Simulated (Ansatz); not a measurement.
Consider Ta in the bcc (W type) structure (space group Im-3m, No. 229; a = 3.306 Å; relaxed with 0.1 eV smearing). Axes: x, y, z lie along the cube axes.

The values are results of DFT with r2SCAN, PAW potentials and a 500 eV plane-wave cutoff in Ansatz (a program for electronic structure), no spin-orbit coupling, not measurements.

The change: biaxial strain −0.83 %, plane normal [111], relaxed out of plane (Cartesian); in-plane vectors clamped, the third vector and the atoms free.

### Question
How does this affect the energy relative to the base?

### Answer
The energy rises by 2.4 meV/atom.

### Question
What happens to the ratio −ε⊥/ε∥?

### Answer
The ratio −ε⊥/ε∥ comes out as 1.01.

Stability against distortions was not tested. The final runs are not spin-polarised.
